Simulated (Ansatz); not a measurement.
# What isotropic strain −3.00 % does to Pd

Base system: Pd in the fcc (Cu type) structure (space group Fm-3m, No. 225; a = 3.878 Å; relaxed with 0.1 eV smearing).

Perturbation: the cell is scaled by 0.9700 in all directions; the atoms relax in the strained cell.

Level of theory: plane-wave PAW DFT at the PBEsol level (Ansatz, a first-principles code, 420 eV), no spin-orbit coupling. k-mesh 29×29×29 (Γ-centred); smearing 0.1 eV (Fermi–Dirac).

- Volume per atom: 13.30 Å³ (base 14.58 Å³)
- Space group: Fm-3m (No. 225) (base Fm-3m (No. 225))
- Shortest interatomic distance: 2.660 Å (base 2.742 Å)
- Energy relative to the base (free energy F): +85 meV/atom
- Band gap: zero (base zero)

No phonon test of stability was made. All final runs are without spin polarisation.
